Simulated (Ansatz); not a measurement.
# A computed series for Sn: response to strain

Take Sn in the diamond structure (space group Fd-3m, No. 227; relaxed with 0.1 eV smearing) as the base.

```
Sn
1.0
    0.00000     3.23724     3.23724
    3.23724     0.00000     3.23724
    3.23724     3.23724     0.00000
Sn
2
Direct
  0.00000   0.00000   0.00000
  0.25000   0.25000   0.25000
```

Cartesian axes are those of the cell as printed.

Strains are applied to the cell and any free atomic positions relax; under biaxial strain the out-of-plane vector relaxes too.

Computed with LDA (Ansatz, a first-principles code; PAW; 420 eV plane waves; no SOC).

Notes on the quantities. energy relative to the base: free energy F; pressure: mean of the normal stresses, compression positive.

```json
[
 {"variant": "base", "out-of-plane strain": "–", "energy relative to the base": "0 meV/atom", "pressure": "0.0 GPa"},
 {"variant": "biaxial strain −2.50 %, plane normal [111], relaxed out of plane", "out-of-plane strain": "+1.56 %", "energy relative to the base": "+13 meV/atom", "pressure": "1.7 GPa"},
 {"variant": "biaxial strain −1.67 %, plane normal [111], relaxed out of plane", "out-of-plane strain": "+1.03 %", "energy relative to the base": "+5.7 meV/atom", "pressure": "1.1 GPa"},
 {"variant": "biaxial strain −1.25 %, plane normal [111], relaxed out of plane", "out-of-plane strain": "+0.77 %", "energy relative to the base": "+3.1 meV/atom", "pressure": "0.8 GPa"},
 {"variant": "biaxial strain −0.83 %, plane normal [111], relaxed out of plane", "out-of-plane strain": "+0.51 %", "energy relative to the base": "+1.4 meV/atom", "pressure": "0.5 GPa"},
 {"variant": "biaxial strain −0.42 %, plane normal [111], relaxed out of plane", "out-of-plane strain": "+0.24 %", "energy relative to the base": "+0.3 meV/atom", "pressure": "0.3 GPa"},
 {"variant": "biaxial strain +0.83 %, plane normal [111], relaxed out of plane", "out-of-plane strain": "-0.51 %", "energy relative to the base": "+1.4 meV/atom", "pressure": "-0.5 GPa"},
 {"variant": "biaxial strain +1.25 %, plane normal [111], relaxed out of plane", "out-of-plane strain": "-0.78 %", "energy relative to the base": "+3.0 meV/atom", "pressure": "-0.7 GPa"},
 {"variant": "biaxial strain +2.08 %, plane normal [111], relaxed out of plane", "out-of-plane strain": "-1.28 %", "energy relative to the base": "+8.1 meV/atom", "pressure": "-1.2 GPa"},
 {"variant": "biaxial strain +2.50 %, plane normal [111], relaxed out of plane", "out-of-plane strain": "-1.55 %", "energy relative to the base": "+12 meV/atom", "pressure": "-1.4 GPa"}
]
```

Whether these cells are dynamically stable was not tested.
